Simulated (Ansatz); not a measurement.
Start from GaSb in the zinc blende structure (space group F-43m, No. 216; a = 6.1115 Å). Axes: x, y, z lie along the cube axes.

The values are results of PBEsol in Ansatz (plane waves to 420 eV, PAW, without spin-orbit coupling), not measurements.

Strains are applied to the cell and any free atomic positions relax; under biaxial strain the out-of-plane vector relaxes too.

One change was made to it. Results:

| quantity | base | after |
|---|---|---|
| energy relative to the base (free energy F) | 0 meV/atom | +12 meV/atom |
| pressure (mean of the normal stresses, compression positive) | 0.0 GPa | -1.7 GPa |
| volume per atom | 28.53 Å³ | 29.61 Å³ |

Task: Which change produced these results?
A) biaxial strain +0.42 %, plane normal [111], relaxed out of plane
B) biaxial strain +2.08 %, plane normal [111], relaxed out of plane
C) biaxial strain −1.67 %, plane normal [111], relaxed out of plane
D) biaxial strain +0.83 %, plane normal [111], relaxed out of plane
E) biaxial strain +2.50 %, plane normal [111], relaxed out of plane

Result: E, biaxial strain +2.50 %, plane normal [111], relaxed out of plane. For comparison, the energy relative to the base in the other runs: biaxial strain +0.42 %, plane normal [111], relaxed out of plane gives +0.4 meV/atom; biaxial strain +0.83 %, plane normal [111], relaxed out of plane gives +1.4 meV/atom; biaxial strain −1.67 %, plane normal [111], relaxed out of plane gives +6.0 meV/atom; biaxial strain +2.08 %, plane normal [111], relaxed out of plane gives +8.6 meV/atom.

Stability against distortions was not tested. The final runs are not spin-polarised.

Ansatz is a program for electronic structure.
